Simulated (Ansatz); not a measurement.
ScAl3 under a change: biaxial strain +2.23 %, plane normal [001], relaxed out of plane

Base system: ScAl₃ in the Cu3Au type structure (space group Pm-3m, No. 221; a = 4.072 Å; relaxed with 0.1 eV smearing). Axes: x, y, z lie along the cube axes.

Now apply this change: biaxial strain +2.23 %, plane normal [001], relaxed out of plane (Cartesian); in-plane vectors clamped, the third vector and the atoms free.

Level of theory: PBEsol (Ansatz, an electronic-structure program), no SOC, earlier PAW set. Γ-centred 14×14×14 mesh, Fermi–Dirac width 0.1 eV.

```tsv
quantity	base	changed	shift
volume per atom	16.89 Å³	17.47 Å³	+0.58 Å³
shortest interatomic distance	2.880 Å	2.897 Å	+0.0177 Å
energy relative to the base (free energy F)	0 meV/atom	+10 meV/atom	+10 meV/atom
band gap	zero	zero	–
out-of-plane strain	–	-1.02 %	–
ratio −ε⊥/ε∥	–	0.46	–
mean in-plane stress (compression positive)	–	-4.2 GPa	–
```

Final structure (turned so that z lies along the plane normal):

```
CELL_PARAMETERS angstrom
      4.16328     0.00000     0.00000
      0.00000     4.16328     0.00000
      0.00000     0.00000     4.03076
ATOMIC_POSITIONS crystal
  Al 0.00000 0.50000 0.50000
  Al 0.50000 0.50000 0.00000
  Al 0.50000 0.00000 0.50000
  Sc 0.00000 0.00000 0.00000
```

Whether these cells are dynamically stable was not tested. The final runs are not spin-polarised.
